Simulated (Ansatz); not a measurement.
Relaxation of the outer planes of the (10-10) surface of wurtzite GaN in its 1x1 cell (cut with top plane Ga + N, bottom plane Ga + N), outermost plane spacing 0.93 Å in the ideal cut.

Level of theory: PBE (plane waves to 420 eV, PAW; Ansatz, a first-principles code).

Slab: 16 atoms, Ga8N8, 9.3 Å thick at the start (thin: gaps and levels are the slab's own); k 8x5x1, smearing 0.025 eV, dipole-corrected; all atoms relaxed; symmetry of the start imposed; no spin, no spin-orbit, no U.

```json
[
 {"plane": "1", "atoms": "N + Ga", "bulk spacing to the next (Å)": "0.929", "relaxed spacing (Å)": "0.716", "change (%)": "-22.9", "rumpling (Å)": "0.26 (N outermost)"},
 {"plane": "2", "atoms": "N + Ga", "bulk spacing to the next (Å)": "1.858", "relaxed spacing (Å)": "1.946", "change (%)": "4.7", "rumpling (Å)": "0.08 (Ga outermost)"}
]
```
